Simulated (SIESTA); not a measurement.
Convergence study of shifted k-point meshes for Na3BrO (P4mm, 5 atoms in the cell)

```xyz
5
Lattice="4.5105 0.0000 0.0000 0.0000 4.5105 0.0000 0.0000 0.0000 4.5105" Properties=species:S:1:pos:R:3 pbc="T T T"
Na     0.0500     2.2552     2.2552
Na     2.2552     0.0000     2.2552
Na     2.2552     2.2552     0.0000
Br     0.0000     0.0000     0.0000
O      2.2552     2.2552     2.2552
```

Method: GGA PBEsol, numerical atomic orbitals DZP, PseudoDojo PBEsol standard norm-conserving potentials (rewritten from UPF to PSML) (SIESTA).

Base settings: XC.functional = GGA; XC.authors = PBEsol; potentials = PseudoDojo PBEsol standard; PAO.BasisSize = DZP; PAO.EnergyShift = 0.005 Ry; MeshCutoff = 400 Ry; kgrid.MonkhorstPack = 3 3 3; OccupationFunction = FD; ElectronicTemperature = 20 meV; MaxSCFIterations = 150.

Only quantities that move along the ladder and can be compared are tabulated.

Core times come from one kind of shared machine, to one figure; runs under 30 s give none.

The starting cell comes from a database of computed structures (which also holds hypothetical and non-ambient phases and stackings), without a prior relaxation at this level. Its lattice was rescaled by up to half a per cent. One atom was moved a little off its site on purpose. Values carry the incompleteness of an atom-centred basis.

Steps (kgrid.MonkhorstPack): 1 1 1 shifted by 0.5 0.5 0.5; 2 2 2 shifted by 0.5 0.5 0.5; 3 3 3 shifted by 0.5 0.5 0.5; 4 4 4 shifted by 0.5 0.5 0.5; 5 5 5 shifted by 0.5 0.5 0.5; 6 6 6 shifted by 0.5 0.5 0.5; 7 7 7 shifted by 0.5 0.5 0.5; 8 8 8 shifted by 0.5 0.5 0.5; 9 9 9 shifted by 0.5 0.5 0.5; 10 10 10 shifted by 0.5 0.5 0.5; 11 11 11 shifted by 0.5 0.5 0.5; 12 12 12 shifted by 0.5 0.5 0.5; 13 13 13 shifted by 0.5 0.5 0.5; 16 16 16 shifted by 0.5 0.5 0.5.

Question: What is the coarsest kgrid.MonkhorstPack that holds the forces within 0.01 eV/Å of the last step, with all finer ones?

Answer: 2 2 2 shifted by 0.5 0.5 0.5, at about 0.2 of the last step's time; the step before is off by 0.034 eV/Å.

Question: What is the coarsest kgrid.MonkhorstPack that holds the free energy within 1 meV/atom of the last step, with all finer ones?

Answer: 5 5 5 shifted by 0.5 0.5 0.5, at about 0.2 of the last step's time; the step before is off by 1.8 meV/atom.

Question: What is the coarsest kgrid.MonkhorstPack that holds the pressure within 0.2 GPa of the last step, with all finer ones?

Answer: 3 3 3 shifted by 0.5 0.5 0.5, at about 0.3 of the last step's time; the step before is off by 0.30 GPa.

```csv
kgrid.MonkhorstPack,free energy less the last step's (meV/atom),pressure (GPa),largest difference of a force vector from the last step's (eV/Å),core time / last (rough)
1 1 1 shifted by 0.5 0.5 0.5,-616.59,-7.33,0.034,0.3
2 2 2 shifted by 0.5 0.5 0.5,-18.72,-0.12,0.001,0.2
3 3 3 shifted by 0.5 0.5 0.5,-1.20,0.04,0.001,0.3
4 4 4 shifted by 0.5 0.5 0.5,-1.84,0.14,0.001,0.3
5 5 5 shifted by 0.5 0.5 0.5,-0.11,0.15,0.000,0.2
6 6 6 shifted by 0.5 0.5 0.5,0.00,0.18,0.000,0.3
7 7 7 shifted by 0.5 0.5 0.5,0.01,0.19,0.000,0.3
8 8 8 shifted by 0.5 0.5 0.5,-0.01,0.19,0.000,0.3
9 9 9 shifted by 0.5 0.5 0.5,-0.01,0.19,0.000,0.3
10 10 10 shifted by 0.5 0.5 0.5,0.00,0.19,0.000,0.4
11 11 11 shifted by 0.5 0.5 0.5,0.00,0.19,0.000,0.5
12 12 12 shifted by 0.5 0.5 0.5,0.00,0.19,0.000,0.6
13 13 13 shifted by 0.5 0.5 0.5,0.00,0.19,0.000,0.6
16 16 16 shifted by 0.5 0.5 0.5,0.00,0.19,0.000,1
```
